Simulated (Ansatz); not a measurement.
Base system: a 12-atom supercell of MgB2 (space group P6/mmm, No. 191) at its relaxed geometry.

```
MgB2
1.0
    6.12645     0.00000     0.00000
   -3.06322     5.30566     0.00000
    3.06322     5.30566     3.49987
Mg B
4 8
Direct
  0.00000   0.00000   0.00000
  0.00000   0.50000   0.00000
  0.50000   0.00000   0.00000
  0.50000   0.50000   0.00000
  0.66667   0.83333   0.50000
  0.66667   0.33333   0.50000
  0.16667   0.83333   0.50000
  0.16667   0.33333   0.50000
  0.83333   0.66667   0.50000
  0.83333   0.16667   0.50000
  0.33333   0.66667   0.50000
  0.33333   0.16667   0.50000
```

Computed with Ansatz (a quantum-chemistry and plane-wave program), PBEsol, PAW, cutoff 420 eV, no spin-orbit coupling.

One neutral defect a cell, atoms relaxed at fixed cell.

One change was made to it. Results:

| quantity | base | after |
|---|---|---|
| pressure | 0.0 GPa | 7.2 GPa |
| largest displacement of a host atom from its site in the perfect cell | – | 0.10 Å |

Q: Name the change that was made.
(A) B interstitial (started 1.75 Å from the nearest host atom), symmetric start
(B) Be on a B site
(C) H interstitial (started 1.75 Å from the nearest host atom)
(D) B interstitial (started 1.56 Å from the nearest host atom)

A: B, Be on a B site. For comparison, the pressure in the other runs: B interstitial (started 1.56 Å from the nearest host atom) gives 6.4 GPa; B interstitial (started 1.75 Å from the nearest host atom), symmetric start gives 13.1 GPa; H interstitial (started 1.75 Å from the nearest host atom) gives 4.5 GPa.

In so small a cell the defect repeats every few ångströms: this is an ordered compound, not a dilute defect. Defects with a symmetric start kept the site's symmetry and may sit on a saddle; the others started slightly shaken. The final runs are not spin-polarised.
